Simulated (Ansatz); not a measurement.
A computed series for hypothetical P6_3mc GeSe: thickness series

Consider GeSe (space group P6_3mc, No. 186; a = 4.7103 Å, c = 5.6850 Å; a hypothetical phase, not in the database extracts checked). Axes: x lies along a and z along c of the hexagonal cell.

Free-standing slabs (4 atom(s) a layer) normal to the y axis with 15 Å of vacuum; in-plane cell held at bulk.

All numbers come from PBEsol (Ansatz, a first-principles code; PAW; 420 eV plane waves; no spin-orbit coupling).

| change | thickness between the outermost nuclei | band gap | change of the spacing d23 from its bulk value of 2.720 Å | change of the spacing d12 from its bulk value of 1.360 Å |
|---|---|---|---|---|
| base | – | 0.54 eV | – | – |
| 1 layer | 1.53 Å | 1.07 eV | – | – |
| 2 layers | 5.40 Å | 0.13 eV | +0.5 % | -7.4 % |
| 3 layers | 9.48 Å | 0.25 eV | +0.2 % | -7.0 % |
| 4 layers | 13.56 Å | 0.24 eV | +0.3 % | -7.0 % |

Whether these cells are dynamically stable was not tested. The zero or small gap of GeSe can change with the level of theory.
